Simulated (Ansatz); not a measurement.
Data:

End structure of a constructed model of the (111) surface of fcc Pt, (√3x√3)R30° layer of Sb, one a cell, on the site that continues the host's stacking (bottom of the slab: a bare face, its two planes held):

```
CELL_PARAMETERS angstrom
      4.21082     2.43112     0.00000
     -4.21082     2.43112     0.00000
      0.00000     0.00000    30.00000
ATOMIC_POSITIONS crystal
  Pt 0.00000 0.66667 0.26952
  Pt 0.33333 0.33333 0.26952
  Pt 0.66667 0.00000 0.26952
  Pt 0.00000 0.33333 0.34592
  Pt 0.33333 0.00000 0.34592
  Pt 0.66667 0.66667 0.34592
  Pt 0.00000 0.00126 0.42189
  Pt 0.33459 0.66667 0.42189
  Pt 0.66541 0.33208 0.42189
  Pt 0.00000 0.66667 0.49719
  Pt 0.33333 0.33333 0.49848
  Pt 0.66667 0.00000 0.49848
  Pt 0.00000 0.33398 0.57498
  Pt 0.33269 0.99935 0.57498
  Pt 0.66731 0.66667 0.57498
  Pt 0.00000 0.00672 0.65339
  Pt 0.34005 0.66667 0.65339
  Pt 0.65995 0.32662 0.65339
  Sb 0.00000 0.66667 0.71990
```

Model: 19-atom slab, 13.8 Å thick at the start, 9x9x1 mesh, Fermi-Dirac 0.1 eV, dipole correction, 6 atoms held, the rest relaxed; held to the start's symmetry, so lower structures may exist; no spin, no spin-orbit, no U. It is one candidate, not shown to be the stable structure of the face.

Question: Estimate the work function of the top face that PBE (Ansatz, an electronic-structure program) returns for this input.

Answer: 4.09 eV
